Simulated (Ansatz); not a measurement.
Si (Fd-3m) under hydrostatic pressure: band gap by r2SCAN with spin-orbit coupling, rigid bands (plane waves, PAW; Ansatz, an electronic-structure program). The unloaded cell, whose axes the loads refer to:

Si has the cubic space group Fd-3m, origin choice 1 (No. 227), the diamond structure, Pearson symbol cF8. Conventional cell: a = 5.4442 Å, b = 5.4442 Å, c = 5.4442 Å, α = 90.00°, β = 90.00°, γ = 90.00°. Si on 8b sees 4 Si at 2.357 Å (tetrahedral). (Neighbours: up to the widest gap in distance over summed covalent radii, below 1.35, at either atom.)
(The calculation used a cell of 2 atoms; values per cell refer to that cell.)

```csv
hydrostatic pressure (GPa),volume per atom (Å³),band gap (eV)
-2,20.61,0.79
0,20.17,?
2,19.78,0.72
5,19.25,0.67
10,18.51,0.59
```

Question: Fit a straight line to band gap against the load over the rows given, and predict the row at 0 GPa.

Answer: The means are x̄ = 3.750 GPa and ȳ = 0.6925; Σ(x − x̄)(y − ȳ) = -1.278 and Σ(x − x̄)² = 76.75, so the slope is -16.6 meV per GPa, and the rows given lie within 1.8 meV of the line. At 0 GPa the line gives 0.75 eV; the calculation gives 0.76 eV, 0.67 % from it.

Question: With all rows, what volume deformation potential dE_g/d ln V follows?

Answer: A line through E_g against ln V has the slope 1.9 eV, so the gap narrows under compression.

 Stresses and pressures are the targets of the relaxation. Gaps are resolved to about 0.01 eV. The structure type is held at every load. Geometry: cell and atoms relaxed with r2SCAN.
